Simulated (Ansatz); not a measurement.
Structures of equal composition on the (100) surface of rock-salt TiC: Zr on all Ti sites of the second plane; Zr on all Ti sites of the top plane. The slabs share one bottom face, and each structure is named by its start. These are constructed structures in small cells; real faces may alloy, dewet or reconstruct in larger ones, and not all known structures of the face are among them. Slabs of about 10 Å, Fermi-Dirac smearing of 0.1 eV. Bottom of the slabs: a bare face, its two planes held. Relaxed from the named starts with such symmetry as they have, on meshes of like density; energies extrapolated to zero smearing; spin only where a row says so; no spin-orbit coupling, no U. Brackets mark spin-polarised runs, whose order is one that fits the cell.

Level of theory: r2SCAN, at the PBE geometry (plane waves to 500 eV, PAW; Ansatz, a first-principles code).

Question: Rank these by energy per 1x1 cell (lowest first), as r2SCAN, at the PBE geometry gives it.

Answer: Zr on all Ti sites of the top plane (0.000 eV), Zr on all Ti sites of the second plane (0.320 eV)
